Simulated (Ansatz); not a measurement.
A self-consistent single point of Sr₂CdPt₂ (Imm2, 5 atoms in the cell) with Ansatz (an electronic-structure program).

Method: PBEsol, default PAW files made with PBE (plane waves; Ansatz).

```xyz
5
Lattice="-2.2903 2.9980 4.5950 2.2903 -2.9980 4.5950 2.2903 2.9980 -4.5950" Properties=species:S:1:pos:R:3 pbc="T T T"
Sr     2.2903     0.0000     2.8025
Sr     0.0000     2.9980     1.8425
Cd     0.0000     0.0000     0.0000
Pt     0.0000     1.3556     4.5950
Pt     2.2903     1.6424     0.0000
```

Reference input (self-consistent single point, DFT, PBEsol, plane waves, default PAW files made with PBE): basis.ecutwfc = 420 eV; kpoints.mp_grid.grid = 7 7 7; hamiltonian.xc = pbesol; hamiltonian.pseudopotentials = {kind: paw} (the program's default PAW files); scf.occupations.method = gaussian; scf.occupations.width = 0.1 eV. This run's input differs from it in these lines:

Ansatz 0.2 input:
```diff
@@ -14,3 +14,3 @@
 kpoints:
-  mp_grid: { grid: [7, 7, 7] }
+  mp_grid: { grid: [12, 12, 12] }
 hamiltonian:
```

Output (repeated stretches shortened):

```
SCF iter   1: F=—  HF=-39939.602625 eV  |F-HF|=—  |Δ(HF+E_count)|=         —  Δρ=4.65e-3  dr2=3.34e-2  ethr=1.77e-3  ⟨swp⟩=9.5  Hψ=60060  notcnv=0
all-band conjugate gradients solve this SCF's bands
preconditioner: auto → Kerker (q_TF=auto, 2.507 Å⁻¹)
SCF iter   2: F=—  HF=-39939.600293 eV  |F-HF|=—  |Δ(HF+E_count)|=   2.33e-3  Δρ=1.92e-3  dr2=7.88e-3  ethr=4.40e-5  ⟨swp⟩=2.4  Hψ=22464  notcnv=0  defer=1
   [... lines left out ...]
SCF iter   5: F=—  HF=-39939.598734 eV  |F-HF|=—  |Δ(HF+E_count)|=   1.84e-4  Δρ=2.26e-4  dr2=1.49e-4  ethr=1.43e-6  ⟨swp⟩=2.2  Hψ=16220  notcnv=0  defer=1
SCF iter   6: F=—  HF=-39939.598703 eV  |F-HF|=—  |Δ(HF+E_count)|=   3.07e-5  Δρ=7.52e-5  dr2=1.09e-5  ethr=1.96e-7  ⟨swp⟩=2.0  Hψ=15893  notcnv=0  defer=1
SCF iter   7: F=—  HF=-39939.598704 eV  |F-HF|=—  |Δ(HF+E_count)|=   4.62e-7  Δρ=1.60e-5  dr2=5.86e-7  ethr=1.44e-8  ⟨swp⟩=2.0  Hψ=17158  notcnv=0  defer=1
SCF iter   8: F=-39939.598704 eV  HF=-39939.598704 eV  |F-HF|=6.53e-9  |Δ(HF+E_count)|=   1.25e-7  Δρ=3.89e-6  dr2=2.11e-8  ethr=1.32e-10  ⟨swp⟩=10.5  Hψ=62508  notcnv=0
SCF 1 converged in 8 iterations: F = -39939.598704 eV  dr2 = 2.11e-8
Free energy (F): -39939.598704 eV
Internal energy: -39939.585842 eV  (E = F + TS)
E sigma→0 (E₀):  -39939.592273 eV
Entropy (-TS):   -0.012861 eV (-2.572 meV/atom)
Fermi energy:    12.297405 eV
--- Forces (eV/Å), atoms counted from 1 ---
  atom   1  Sr     0.00000000    -0.00000000    -0.21501705
  atom   2  Sr     0.00000000     0.00000000     0.07427796
  atom   3  Cd     0.00000000     0.00000000     0.03691724
  atom   4  Pt     0.00000000     0.05660826     0.05191424
  atom   5  Pt     0.00000000    -0.05660826     0.05191424
--- Stress (GPa, compression-positive) ---
       -3.276172      -0.000000       0.000000
       -0.000000      -3.399458      -0.000000
        0.000000      -0.000000      -2.012471
  P = ⅓ Tr σ = -2.8960 GPa (-28.960 kbar)
  The stress holds the Pulay correction. Without it, at fixed plane waves, as pw.x and ABINIT print it: P = -2.9178 GPa
```

The run converged in 8 iterations. Against the reference run the free energy rises by 2.5 meV/atom, the pressure hardly changes (-2.86 to -2.90 GPa) and the largest force goes from 0.202 to 0.215 eV/Å.

The starting cell comes from a database of computed structures (which also holds hypothetical and non-ambient phases and stackings), without a prior relaxation at this level. Its lattice was rescaled by up to half a per cent. One atom was moved a little off its site on purpose. Spin polarisation is off. Ansatz's pressure includes its estimate of the finite-basis (Pulay) stress.

Cost on one core of a shared machine: roughly 3 min.
